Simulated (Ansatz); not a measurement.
The parent structure is TaTlO₃ in the cubic perovskite structure (space group Pm-3m, No. 221; a = 4.034 Å; a cell from a computed database, its experimental status unchecked). Axes: x, y, z lie along the cube axes.

One thing is altered: biaxial strain −3.75 %, plane normal [110], relaxed out of plane (Cartesian); in-plane vectors clamped, the third vector and the atoms free.

Levels (all Ansatz, a first-principles code, PAW): PBEsol (420 eV, no SOC); r2SCAN (500 eV, no spin-orbit coupling).

The geometry is relaxed with PBEsol.

- PBEsol band gap: 0.19 eV
- PBEsol gap character: direct at Z
- PBEsol pressure: 10.73 GPa

Problem. Predict the band gap, gap character and pressure from r2SCAN.

Solution. The band gap grows by 0.31 eV (0.19 eV → 0.50 eV); the gap character remains direct at Z; the pressure rises by 2.26 GPa (10.73 GPa → 12.99 GPa).

Single points use the geometry relaxed with PBEsol. Their cutoffs differ, which shifts pressures a little. Spin-orbit coupling, missing from the scalar runs, can matter with Ta and Tl. Stability against distortions was not tested. Many cubic perovskites are stable only at high temperature; tilts and polar distortions were not tested. The zero or small gap of TaTlO3 under biaxial strain −3.75 %, plane normal [110], relaxed out of plane can change with the level of theory. k-point labels follow each cell's own Brillouin zone.
